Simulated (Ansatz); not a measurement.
System: interstitial Li in bixbyite In2O3 with all lengths changed by +1 % (charge state +1). Calculation: PBE, PAW (plane waves to 420 eV; Ansatz, a quantum-chemistry and plane-wave program).

Settings: 80 host sites, the strained lattice (strain from the relaxed PBE one, atoms relaxed), one k-point at (0.250, 0.250, 0.250), smearing 0.01 eV, spin-restricted, no image-charge correction. No zero-point or tunnelling terms. The charge state is imposed; whether it is stable for some Fermi level was not computed. Sites that were not tried may lie lower. The start lies 0.36 eV above the lowest site run (PBE).

Barriers: single points on a 2×2×2 k-point mesh shifted by half a step at the bands' geometries.

Relaxed starting cell (atoms counted from 1):

```xyz
81
Lattice="10.3926 0.0000 0.0000 0.0000 10.3926 0.0000 0.0000 0.0000 10.3926" Properties=species:S:1:pos:R:3 pbc="T T T"
In     7.8238     2.5854     2.5966
In     2.6138     2.6040     2.6059
In     2.6049     7.8148     2.5882
In     2.5963     2.5954     7.8146
In     0.0156     2.6093     4.8486
In     0.3658     5.1959     2.6169
In     4.8341     5.1894     7.7787
In     2.6251     0.3565     5.1981
In     7.7863     4.8234     5.1908
In     0.0181     7.6843     0.3352
In     0.3448     0.0067     7.6873
In     2.6195     4.8474     0.0070
In     4.8560     0.0059     2.6121
In     7.6953     0.3333     0.0101
In     5.2052     2.6159     0.3574
In     5.1993     7.7768     4.8256
O      3.5760     6.4148     9.2268
O      1.1708     3.6191     1.2261
O      9.3222     1.5309     1.1914
O      6.3383     1.5949     9.1761
O      4.0343     3.5876     9.1825
O      1.2347     1.1614     3.6217
O      9.1904     4.0241     3.5882
O      3.5859     3.9756     6.3559
O      1.1667     1.6132     6.4269
O      3.9955     4.0463     1.6087
O      6.3643     3.5753     3.9774
O      9.2339     3.5644     6.4169
O      4.0566     1.6070     3.9865
O      6.4359     1.1576     1.6174
O      3.9858     6.3554     3.5772
O      6.4239     9.2256     3.5669
O      1.6167     3.9853     4.0472
O      1.6047     9.1722     6.3307
O      1.1992     9.3098     1.5367
O      9.1836     6.3284     1.5961
O      3.6295     1.2254     1.1614
O      3.5965     9.1809     4.0281
O      1.5440     1.1879     9.3110
O      1.6257     6.4251     1.1595
In     2.5763     7.7910     7.7857
In     7.7846     7.7739     7.7758
In     7.7945     2.5651     7.7955
In     7.8018     7.7849     2.5660
In     5.1937     7.7644    10.0250
In     5.5427    -0.0190     7.7717
In    10.0554    -0.0225     2.6976
In     7.7792     5.5329    -0.0170
In     2.7052    10.0440    -0.0206
In     5.2000     2.6018     5.5577
In     5.5656     5.1892     2.6043
In     7.7734    10.0234     5.1855
In    10.0327     5.1837     7.7647
In     2.6129     5.5552     5.1903
In    -0.0085     7.7695     5.5336
In    -0.0109     2.6950    10.0464
O      8.7934     1.2065     4.0533
O      6.3428     8.7719     6.3954
O      4.0344     6.8038     6.4058
O      1.1644     6.8139     3.9665
O      9.2312     8.7648     3.9563
O      6.4039     6.3325     8.7742
O      3.9643     9.2214     8.7659
O      8.8548     9.1885     1.0714
O      6.3631     6.7911     1.1998
O      9.1648     9.2177     6.7614
O      1.0819     8.8426     9.1925
O      4.0619     8.7854     1.2083
O      9.2282     6.7599     9.1546
O      1.2092     6.3529     6.7932
O      9.2003     1.0692     8.8467
O      1.2156     4.0510     8.7850
O      6.7706     9.1536     9.2199
O      6.8255     3.9635     1.1561
O      6.4140     4.0243     6.8059
O      3.9744     1.1543     6.8164
O      8.7830     6.3932     6.3334
O      8.7748     3.9533     9.2251
O      6.8141     6.4038     4.0250
O      6.8023     1.1979     6.3569
Li     0.0060    -0.0038    -0.0012
```
Cell charge +1.

End state 1 differs by these moves (Å; atoms that move under 0.08 Å are left out):

```json
[
 {"atom": "2", "element": "In", "Δx": "0.18", "Δy": "0.18", "Δz": "0.18"},
 {"atom": "10", "element": "In", "Δx": "-0.02", "Δy": "0.11", "Δz": "0.01"},
 {"atom": "11", "element": "In", "Δx": "0.01", "Δy": "-0.02", "Δz": "0.11"},
 {"atom": "14", "element": "In", "Δx": "0.11", "Δy": "0.01", "Δz": "-0.02"},
 {"atom": "18", "element": "O", "Δx": "0.04", "Δy": "-0.14", "Δz": "-0.01"},
 {"atom": "22", "element": "O", "Δx": "0.00", "Δy": "0.04", "Δz": "-0.14"},
 {"atom": "37", "element": "O", "Δx": "-0.14", "Δy": "-0.01", "Δz": "0.04"},
 {"atom": "47", "element": "In", "Δx": "-0.10", "Δy": "-0.06", "Δz": "-0.03"},
 {"atom": "49", "element": "In", "Δx": "-0.03", "Δy": "-0.10", "Δz": "-0.06"},
 {"atom": "56", "element": "In", "Δx": "-0.07", "Δy": "-0.03", "Δz": "-0.10"},
 {"atom": "64", "element": "O", "Δx": "-0.09", "Δy": "-0.03", "Δz": "0.09"},
 {"atom": "67", "element": "O", "Δx": "0.09", "Δy": "-0.08", "Δz": "-0.03"},
 {"atom": "71", "element": "O", "Δx": "-0.03", "Δy": "0.09", "Δz": "-0.09"},
 {"atom": "81", "element": "Li", "Δx": "1.36", "Δy": "1.36", "Δz": "1.36"}
]
```

Task: Give the forward and backward barriers to end state 1 at the level PBE, PAW.

Result: forward 0.41 eV, backward 0.28 eV; at the saddle point atom 81 has neighbours 3 In at 2.50; 3 O at 1.99 Å. The saddle point's order was not checked, and it lies on a symmetry element of the cell, where a band can be held.
